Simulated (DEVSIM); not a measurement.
Structure: Schottky contact on n-type GaN, at 300 K.

```csv
layer (left to right),material,thickness (μm),Nd (cm⁻³),τn (s),τp (s)
1,GaN,1.10,8.5e16,3.9e-10,3.9e-10
```

Left contact: Schottky, work function 4.94 eV, emission velocity 4.4e6 cm/s. Right contact: ohmic. Voltage is applied to the left contact. Recombination: SRH at mid-gap, radiative. Mobility is μmin + (μ − μmin)/(1 + (N/Nref)^α).

Constants are typed, rounded textbook-type inputs, not results; the design itself was drawn at random and stands for no fabricated device. Values at 300 K.

| parameter | GaN |
|---|---|
| gap (eV) | 3.43 |
| affinity (eV) | 4.1 |
| permittivity | 9.5 |
| Nc (cm⁻³) | 2.3e18 |
| Nv (cm⁻³) | 4.6e19 |
| μn (cm²/Vs) | 1200 |
| μp (cm²/Vs) | 100 |
| μn,min | 55 |
| μp,min | 3 |
| Nref,n | 2e17 |
| Nref,p | 3e17 |
| αn | 1 |
| αp | 2 |
| B (cm³/s) | 1e-11 |

DEVSIM, 1D drift-diffusion, Boltzmann statistics, complete ionisation; no tunnelling, impact ionisation, image-force lowering or self-heating. Metal contacts follow the ideal Schottky-Mott rule: no Fermi-level pinning, no interface dipoles.

The doping Nd of layer 1 was swept, all else fixed.

| doping Nd of layer 1 (cm^-3) | largest field in the device at zero bias (V/cm) | dark forward voltage at 1 A/cm² (V) | potential step across the device at zero bias (V) | dark forward voltage at 100 A/cm² (V) |
|---|---|---|---|---|
| 2.6e15 | 25000 | 0.478 | 0.665 | 0.627 |
| 8.5e15 | 46000 | 0.474 | 0.695 | 0.603 |
| 2.6e16 | 83000 | 0.473 | 0.724 | 0.596 |
| 8.5e16 | 150000 | 0.472 | 0.755 | 0.593 |
| 2.6e17 | 270000 | 0.472 | 0.784 | 0.592 |
| 8.5e17 | 500000 | 0.472 | 0.814 | 0.591 |

From the first row to the last the largest field in the device at zero bias goes from 25000 to 500000. From the first row to the last the dark forward voltage at 1 A/cm² goes from 0.478 to 0.472.
